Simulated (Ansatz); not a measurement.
# GeS under a change: isotropic strain −0.53 %

Start from GeS in the GeS type structure (space group Pnma, No. 62; a = 10.0966 Å, b = 3.6442 Å, c = 4.0194 Å; layered, stacked along the Cartesian x axis).

Now apply this change: an isotropic linear strain of −0.53 %; the atoms relax in the strained cell.

All numbers come from PBEsol-D3(BJ) (Ansatz, a program for electronic structure, PAW, scalar-relativistic without spin-orbit coupling). Settings: 4×9×8 k-points, 0.05 eV Fermi–Dirac smearing.

Space group: Pnma (No. 62) (base Pnma (No. 62))
Shortest interatomic distance: 243.3 pm (base 243.6 pm)
Energy relative to the base (free energy F): +0.8 meV/atom
Pressure (mean of the normal stresses, compression positive): 8.6 kbar (base 0.0 kbar)
Band gap: 0.48 eV (an upper bound: an edge found on the path is not a true extremum; the base alone) (base 0.56 eV)

Final structure:

```
CELL_PARAMETERS angstrom
     10.04305     0.00000     0.00000
      0.00000     3.62489     0.00000
      0.00000     0.00000     3.99811
ATOMIC_POSITIONS crystal
  Ge 0.11576 0.25000 0.11038
  Ge 0.38424 0.75000 0.61038
  Ge 0.88424 0.75000 0.88962
  Ge 0.61576 0.25000 0.38962
  S  0.85468 0.25000 0.49043
  S  0.64532 0.75000 0.99043
  S  0.14532 0.75000 0.50957
  S  0.35468 0.25000 0.00957
```

No phonon test of stability was made. The program warned that a D3 coordination switch lies within reach, so dispersion energies are less smooth here.
